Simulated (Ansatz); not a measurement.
# A computed series for PtSe2: pressure series

The reference is PtSe₂ in the CdI2 type structure (space group P-3m1, No. 164; layered).

```
CELL_PARAMETERS angstrom
      3.77238     0.00000     0.00000
     -1.88619     3.26698     0.00000
      0.00000     0.00000     4.81834
ATOMIC_POSITIONS crystal
  Pt 0.00000 0.00000 0.00000
  Se 0.66667 0.33333 0.26556
  Se 0.33333 0.66667 0.73444
```

Cell and atoms are relaxed at each pressure.

All numbers come from Kohn–Sham DFT with the PBE-D3(BJ) functional, run in Ansatz (a first-principles code) with PAW and 420 eV plane waves, scalar-relativistic without spin-orbit coupling.

Notes on the quantities. enthalpy: H = E + PV relative to the base's energy.

| variant | enthalpy | density |
|---|---|---|
| base | – | 9.87 g/cm³ |
| pressure −2 GPa | -0.25 eV/atom | 9.42 g/cm³ |
| pressure −1 GPa | -0.12 eV/atom | 9.68 g/cm³ |
| pressure 0.3 GPa | +0.04 eV/atom | 9.92 g/cm³ |
| pressure 0.7 GPa | +0.09 eV/atom | (withheld) |
| pressure 1.5 GPa | +0.18 eV/atom | (withheld) |
| pressure 3 GPa | +0.36 eV/atom | 10.30 g/cm³ |
| pressure 5 GPa | +0.60 eV/atom | 10.52 g/cm³ |
| pressure 7.5 GPa | +0.88 eV/atom | (withheld) |
| pressure 10 GPa | +1.16 eV/atom | (withheld) |

Task: Complete the table.

Result: 
- pressure 0.7 GPa, density: 9.99 g/cm³
- pressure 1.5 GPa, density: 10.10 g/cm³
- pressure 7.5 GPa, density: 10.76 g/cm³
- pressure 10 GPa, density: 10.98 g/cm³

Load acts through the strain it causes; cell and atoms are relaxed under it. Stability against distortions was not tested. Competing high-pressure phases were not computed. All final runs are without spin polarisation.
